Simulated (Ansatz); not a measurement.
Start from Zr in the hcp (Mg type) structure (space group P6_3/mmc, No. 194; a = 3.232 Å, c = 5.174 Å).

(Cell as relaxed with PBE.)

Levels (all Ansatz, a first-principles code, PAW, earlier PAW set): PBE (420 eV, scalar-relativistic without spin-orbit coupling); r2SCAN (500 eV, no spin-orbit coupling).

Each level relaxes its own structure.

```csv
base,PBE,r2SCAN
volume per atom,23.40 Å³,23.50 Å³
lattice parameter a,3.232 Å,3.246 Å
band gap,zero,zero
```

The change: La takes the place of Zr on all its sites, then cell and atoms are relaxed.

```tsv
quantity	PBE	r2SCAN
lattice parameter a	3.769 Å	?
c/a ratio	1.623	?
```

**Question.** What does r2SCAN give?

**Answer.** 
- lattice parameter a, r2SCAN: 3.814 Å
- c/a ratio, r2SCAN: 1.582

PBE's lattice parameter a lies 0.045 Å below r2SCAN's (1.2 %); PBE's c/a ratio lies 0.0417 above r2SCAN's. Neither level is exact; r2SCAN is the comparison here, not a measurement.

Stability against distortions was not tested. The final runs are not spin-polarised.
